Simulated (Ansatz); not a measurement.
Structures of equal composition on the (111)A surface of zinc-blende InAs (In plane on top): 2x2 Al adatom at H3; 2x2 Al adatom at T4. The slabs share one bottom face, and each structure is named by its start. These are constructed structures in small cells; real faces may alloy, dewet or reconstruct in larger ones, and not all known structures of the face are among them. Slabs of about 15 Å with all that they carry, Fermi-Dirac smearing of 0.025 eV. Bottom of the slabs: H caps. Relaxed from the named starts with such symmetry as they have, on meshes of like density; energies extrapolated to zero smearing; no spin-orbit coupling, no U. Spin-polarised runs, if any, are marked in brackets, and their order is one that fits the cell; the others ran without spin. Where a second, spin-polarised start was run, the lower counts.

Host crystal: zinc-blende InAs, a metal or without a clear band gap (PBE, scalar-relativistic without spin-orbit coupling).

Computed with PBE (plane waves to 420 eV, PAW; Ansatz, a quantum-chemistry and plane-wave program).

Problem. Rank these by energy per 1x1 cell (lowest first), as PBE gives it.

Solution. 2x2 Al adatom at T4 (0.000 eV, no gap over 0.04 eV on the mesh), 2x2 Al adatom at H3 (0.029 eV, no gap over 0.04 eV on the mesh)
